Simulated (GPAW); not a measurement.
# Functionals side by side, with their cost (level): Be2Re (P6_3/mmc, 12 atoms in the cell)

Cell: a = 4.4493 Å, b = 4.4493 Å, c = 7.2659 Å, α = 90.00°, β = 90.00°, γ = 120.00°.

Program: GPAW, GPAW PAW datasets LDA (gpaw-data 1.0.1); each row names its functional.

Base settings: mode = pw; ecut = 850 eV; xc = LDA; kpts = 5 5 2; mesh shift (steps) = 0.5 0.5 0.5; occupations.name = methfessel-paxton; occupations.width = 0.272 eV; occupations.order = 1; nbands = -20; convergence.forces = 0.001 eV/Å.

Differences are taken from r2SCAN (potentials: GPAW PAW datasets PBE (gpaw-data 1.0.1)), a reference of convenience: it is no measurement, and no ranking of the functionals follows. Where a row names another cutoff or potentials, its difference holds that change too.

Core times come from one kind of shared machine and are given to one figure; runs under 30 s give none.

The starting cell comes from a database of computed structures (which also holds hypothetical and non-ambient phases and stackings), without a prior relaxation at this level. Its lattice was rescaled by a random factor within 2.5 % of one. Spin polarisation is off. In the base run, with a pressure of about -21 GPa the cell is away from its equilibrium volume at this level. Without a gap this mesh is coarse (it stands for a supercell whose shortest vector is 15 Å).

```tsv
level	pressure less reference (GPa)	largest difference in the force on any atom (eV/Å)	core time / reference (rough)
LDA (Perdew-Wang 92)	-7.07	0.005	0.4
PBEsol (potentials: GPAW PAW datasets PBEsol (made by gpaw-setup))	-2.77	0.017	0.4
BLYP (potentials: GPAW PAW datasets BLYP (made by gpaw-setup))	6.72	0.129	0.4
vdW-DF2 (potentials: GPAW PAW datasets PBE (gpaw-data 1.0.1))	11.34	0.177	0.4
vdW-DF-cx (potentials: GPAW PAW datasets PBE (gpaw-data 1.0.1))	4.03	0.044	0.4
r2SCAN (potentials: GPAW PAW datasets PBE (gpaw-data 1.0.1))	0.00	0.000	1
```

Left out of this page: 3 runs of the series held back from this collection.
